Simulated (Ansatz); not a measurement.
Start from CaS in the rock salt structure (space group Fm-3m, No. 225).

```cif
data_Ca4S4
_chemical_formula_sum 'Ca4 S4'
_space_group_name_H-M_alt 'Fm-3m'
_space_group_IT_number 225
_space_group_name_Hall '-F 4 2 3'
_cell_length_a 5.71203
_cell_length_b 5.71203
_cell_length_c 5.71203
_cell_angle_alpha 90.000
_cell_angle_beta 90.000
_cell_angle_gamma 90.000
loop_
_atom_site_label
_atom_site_type_symbol
_atom_site_symmetry_multiplicity
_atom_site_Wyckoff_symbol
_atom_site_fract_x
_atom_site_fract_y
_atom_site_fract_z
_atom_site_occupancy
Ca1 Ca 4 a 0.00000 0.00000 0.00000 1
S1 S 4 b 0.50000 0.50000 0.50000 1
```
(The calculation used a cell of 2 atoms; values per cell refer to that cell.)

Method: Ansatz (a first-principles code) PBE, scalar-relativistic without spin-orbit coupling.

For the base:

- Hole mass = 0.23, 1.2, 1.2 mₑ (at Γ)
- Smallest direct gap = 3.18 eV
- Band gap = 2.38 eV

It is then changed as follows: an isotropic linear strain of −1.00 %; the atoms relax in the strained cell.

Q: Estimate the effect on the hole mass.

A: The hole mass (degenerate bands, along [100]) becomes 0.22, 1.2, 1.2 mₑ (at Γ) (base: 0.23, 1.2, 1.2 mₑ (at Γ)).

Q: Estimate the effect on the smallest direct gap.

A: The smallest direct gap shrinks by 0.05 eV to 3.13 eV.

Q: What happens to the band gap?

A: The band gap decreases by 0.07 eV to 2.31 eV.

Masses are band curvatures over ±0.01 Å⁻¹ around the edge. Gaps are read on the SCF mesh and a high-symmetry path. Stability against distortions was not tested.
